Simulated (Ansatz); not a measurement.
# Response to strain in C

The parent structure is C in the diamond structure (space group Fd-3m, No. 227).

```
C
1.0
    0.00000     1.77690     1.77690
    1.77690     0.00000     1.77690
    1.77690     1.77690     0.00000
C
2
Direct
  0.00000   0.00000   0.00000
  0.25000   0.25000   0.25000
```

Cartesian axes are those of the cell as printed.

Strains are applied to the cell and any free atomic positions relax; under biaxial strain the out-of-plane vector relaxes too.

Method: DFT with PBEsol, PAW potentials and a 420 eV plane-wave cutoff in Ansatz (an electronic-structure program), no SOC.

Notes on the quantities. energy relative to the base: free energy F.

```csv
case,band gap,gap character,energy relative to the base
base,4.03 eV,–,0 meV/atom
"biaxial strain −3.00 %, plane normal [001], relaxed out of plane",3.64 eV,"indirect, Γ → k = (3/8, 3/8, 0) in the run's primitive reciprocal basis",+39 meV/atom
"biaxial strain −2.50 %, plane normal [001], relaxed out of plane",3.71 eV,"indirect, Γ → Γ–X (75 % along)",+27 meV/atom
"biaxial strain −2.00 %, plane normal [001], relaxed out of plane",3.77 eV,"indirect, Γ → Γ–X (75 % along)",+17 meV/atom
"biaxial strain −1.50 %, plane normal [001], relaxed out of plane",3.84 eV,"indirect, Γ → Γ–X (75 % along)",+9.5 meV/atom
"biaxial strain −1.00 %, plane normal [001], relaxed out of plane",3.90 eV,"indirect, Γ → Γ–X (75 % along)",+4.2 meV/atom
"biaxial strain +0.50 %, plane normal [001], relaxed out of plane",3.85 eV,"indirect, Γ → k = (0, 0, 3/8) in the run's primitive reciprocal basis",+1.0 meV/atom
"biaxial strain +1.00 %, plane normal [001], relaxed out of plane",3.67 eV,"indirect, Γ → k = (0, 0, 3/8) in the run's primitive reciprocal basis",+4.0 meV/atom
"biaxial strain +1.50 %, plane normal [001], relaxed out of plane",?,"indirect, Γ → Γ–M (75 % along)",?
"biaxial strain +3.00 %, plane normal [001], relaxed out of plane",3.00 eV,"indirect, Γ → Γ–M (75 % along)",+35 meV/atom
```

Task: Some entries are withheld; estimate them.

Result: 
- biaxial strain +1.50 %, plane normal [001], relaxed out of plane, band gap: 3.50 eV
- biaxial strain +1.50 %, plane normal [001], relaxed out of plane, energy relative to the base: +9.0 meV/atom

Stability against distortions was not tested. Labels are those of the standard path for the cell's own space group.
